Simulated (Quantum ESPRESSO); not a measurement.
Quantum ESPRESSO is run on Ba2LuCu3O7 (Pmmm, 13 atoms in the cell), and the run fails. The aim is a self-consistent single point with DFT, PBEsol, plane waves, PSlibrary PAW (PBE) pseudopotentials.

Cell that was meant: a = 3.7799 Å, b = 3.8587 Å, c = 11.6815 Å, α = 90.00°, β = 90.00°, γ = 90.00°.

Part of the input:

```fortran
Lu   174.9668  Lu.pbe-spdn-kjpaw_psl.1.0.0.UPF
Cu    63.5460  Cu.pbe-dn-kjpaw_psl.1.0.0.UPF
O     15.9990  O.pbe-n-kjpaw_psl.0.1.UPF
ATOMIC_POSITIONS bohr
Ba    3.5715322978    3.6459487677    4.0207074812
Ba    3.5715322978    3.6459487677   18.0541112361
Lu    3.5715322978    3.6459487677   11.0374093586
```

Output (repeated stretches shortened):

```
     file Ba.pbe-spn-kjpaw_psl.1.0.0.UPF: wavefunction(s)  5S 6S renormalized
     file Lu.pbe-spdn-kjpaw_psl.1.0.0.UPF: wavefunction(s)  5S 5P 5D renormalized
     file Cu.pbe-dn-kjpaw_psl.1.0.0.UPF: wavefunction(s)  4S 3D renormalized
     file O.pbe-n-kjpaw_psl.0.1.UPF: wavefunction(s)  2P renormalized

 %%%%%%%%%%%%%%%%%%%%%%%%%%%%%%%%%%%%%%%%%%%%%%%%%%%%%%%%%%%%%%%%%%%%%%%%%%%%%%
     Error in routine cell_base_init (1):
     ibrav=0: must read cell parameters
 %%%%%%%%%%%%%%%%%%%%%%%%%%%%%%%%%%%%%%%%%%%%%%%%%%%%%%%%%%%%%%%%%%%%%%%%%%%%%%

     stopping ...
```

Read the log: what does the program object to, and what is the fix?

The fault is no cell vectors for a free lattice. A free lattice needs its vectors. To fix it, add the cell. The program stopped before any SCF iteration.

The sound input it was made from differs as follows (other fixes are possible):
```diff
+CELL_PARAMETERS angstrom
+   3.7799470000     0.0000000000     0.0000000000
+   0.0000000000     3.8587060000     0.0000000000
+   0.0000000000     0.0000000000    11.6814910000
```

With that input, the run converged in 24 iterations: free energy E − TS -33178.4190 eV; Fermi level (on the code's own zero) 9.87 eV; pressure -3.53 GPa; largest force (vector length) 0.142 eV/Å (DFT, PBEsol, plane waves, PSlibrary PAW (PBE) pseudopotentials).

On the sound input: the starting cell comes from a database of computed structures (which also holds hypothetical and non-ambient phases and stackings), without a prior relaxation at this level. Its lattice was rescaled by a random factor within 2.5 % of one. Spin polarisation is off, so a magnetic state, if there is one, cannot be reached. With a pressure of about -4 GPa the cell is away from its equilibrium volume at this level. The run gives no clean gap (levels at the Fermi energy touch, overlap or are partly filled at this smearing), which alone does not show that the compound is a metal.
